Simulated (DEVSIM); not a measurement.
Structure: abrupt Si n-p junction, at 400 K.

Layer 1 from the left is Si, thickness (μm) 27.0, Nd (cm⁻³) 6.3e17, τn (s) 2.6e-5, τp (s) 2.6e-5. Layer 2 from the left is Si, thickness (μm) 3.10, Na (cm⁻³) 3.3e15, τn (s) 2.6e-5, τp (s) 2.6e-5.

Left contact: ohmic. Right contact: ohmic. Voltage is applied to the left contact. Recombination: SRH at mid-gap, radiative. Mobility is μmin + (μ − μmin)/(1 + (N/Nref)^α).

The device is made up for the run: typed textbook-type constants, with dimensions and the other settings drawn at random. Values at 300 K; Nc and Nv go as T^1.5, mobilities as T to minus their exponent, the gap by Varshni's rule with the affinity fixed.

Si: gap (eV) 1.124, affinity (eV) 4.05, permittivity 11.7, Nc (cm⁻³) 2.86e19, Nv (cm⁻³) 3.1e19, μn (cm²/Vs) 1417, μp (cm²/Vs) 470, μn,min 52, μp,min 45, Nref,n 9.7e16, Nref,p 2.2e17, αn 0.68, αp 0.72, T exponent of μn 2.3, T exponent of μp 2.2, B (cm³/s) 4.7e-15, Varshni α (eV/K) 0.000473, Varshni β (K) 636.

**Question.** Estimate by hand the built-in potential, the peak field at zero bias, and compare with a numerical solution.

**Answer.** 
- Built-in potential: ni = √(Nc Nv) exp(−Eg/2kT) = 5.68e12 cm⁻³ with Eg = 1.096 eV; Vbi = kT/q ln(Na Nd/ni²) = 0.620 V; numerical 0.620 V.
- Peak field at zero bias: depletion approximation: W = √(2εVbi/(qN)) = 0.494 μm with N = 3.28e15 cm⁻³; field = 2Vbi/W = 25100 V/cm; numerical 53300 V/cm (estimate below by 53 %).

DEVSIM, 1D drift-diffusion, Boltzmann statistics, complete ionisation; no tunnelling, impact ionisation, image-force lowering or self-heating.
